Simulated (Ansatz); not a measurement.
**TaSi (model structure, started from the NiAs type, P6₃/mmc, No. 194, 4 atoms in the cell)**

Method: PBEsol (Ansatz, a quantum-chemistry and plane-wave program, PAW).

Run with plane-wave cutoff 500 eV, 12×12×8 k mesh (along the axes of the cell as run), Fermi–Dirac smearing 0.05 eV, scalar-relativistic PAW data made under PBE.

Cell (relaxed at this level):

```
CELL_PARAMETERS angstrom
      3.00264     0.00000     0.00000
     -1.50132     2.60036     0.00000
      0.00000     0.00000     7.98981
ATOMIC_POSITIONS crystal
  Ta 0.00000 0.00000 0.00000
  Ta 0.00000 0.00000 0.50000
  Si 0.33333 0.66667 0.25000
  Si 0.66667 0.33333 0.75000
```

```
Item              Value
--------  -------------
band gap  zero (no gap)
```

Note: the relaxation could raise the start's symmetry but not lower it, so the cell can be a saddle point.

Spin–orbit coupling is not included.

Static lattice: no zero-point or thermal effects.

It cost very roughly 4 core-minutes of CPU time.

A model structure was made by putting elements into a prototype or built by hand; it is no filed structure, need not be a known phase, and can be a saddle point held by its symmetry.
